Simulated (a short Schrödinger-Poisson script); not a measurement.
Structure: gated Al0.3Ga0.7As/GaAs δ-doped gas in a quantum well, at 300 K.

```csv
layer,material,thickness (nm),Na (cm⁻³)
1,Al0.3Ga0.7As,10,-
2,Al0.3Ga0.7As,3,-
3,GaAs,15,-
4,Al0.3Ga0.7As,4000,1e15
```

Constants are typed, rounded textbook-type inputs, not results; the design itself was drawn at random and stands for no fabricated device. Al0.3Ga0.7As: permittivity 12.05, conduction-band edge (eV) 0.237, gap (eV) 1.798, electron mass (mₑ) 0.0919, Nv at 300 K (cm⁻³) 9e18. GaAs: permittivity 12.9, conduction-band edge (eV) 0, gap (eV) 1.424, Nv at 300 K (cm⁻³) 9e18.

Channel valleys (confinement mass, in-plane density-of-states mass, number): Γ 0.067, 0.067, 1. At the gate the conduction-band edge of layer 1 lies 0.99 eV − eVg above the Fermi level of the channel; the field vanishes at the back. Sheet of ionised δ-doping: +1.9e12 e/cm² at 10 nm from the gate. The barrier under the gate holds no holes. Gaps are held at their typed values at every temperature. Mesh 0.08 nm at interfaces.

From a short Schrödinger-Poisson script (our own, NumPy): 1D Poisson equation in equilibrium, electrons quantum, Hartree (BenDaniel-Duke, 40 states a valley, the channel's in-plane mass for all, wave functions free to enter the barrier), parabolic valleys, classical holes, full ionisation, no traps, pinning or gate leakage.

The same stack at other levels of the model or other numerical settings:

```tsv
run	sheet density of all electrons at Vg = 0.5 V (cm⁻²)	capacitance at Vg = 0.5 V (μF/cm²)	centroid of the channel electrons at Vg = 0.5 V (nm)	gate voltage at 1e11 electrons/cm² (V)	rough cost against the base
base	1.11e11	0.322	6.60	0.50	about 1
electrons treated as classical, Boltzmann	1.41e11	0.382	5.70	0.48	0.04
electrons treated as classical, Fermi-Dirac	1.35e11	0.359	5.83	0.49	0.2
electrons treated as quantum, Hartree plus LDA exchange-correlation	1.24e11	0.349	6.55	0.49	about 1
mesh six times as coarse	1.11e11	0.322	6.59	0.50	0.3
one subband a valley	1.03e11	0.308	6.43	0.50	0.2
```

The classical rows ignore confinement, and Boltzmann statistics overrate the density once the band edge passes the Fermi level.
